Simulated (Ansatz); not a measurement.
Tunnelling through a barrier is set by its complex band structure: the current falls as exp(−2κd) with the smallest κ.

Consider the following.

```
AlAs
1.0
    4.01340     0.00000     0.00000
   -2.00670     3.47570     0.00000
    2.00670    -1.15857     3.27692
Al As
1 1
Direct
  0.00000   0.00000   0.00000
  0.75000   0.25000   0.75000
```

The cell is taken as given.

Transport runs along the normal of the first two printed cell vectors, the (111) plane of the conventional cell.

No gap correction and no spin-orbit coupling; mid-gap is the computed energy nearest the middle.

Q: State the band gap and the smallest decay constant κ at mid-gap according to PBEsol (Ansatz, an electronic-structure program).

A: Gap 1.34 eV on a 10×10×10 mesh; κ = 0.102 1/Å, at the zone centre.
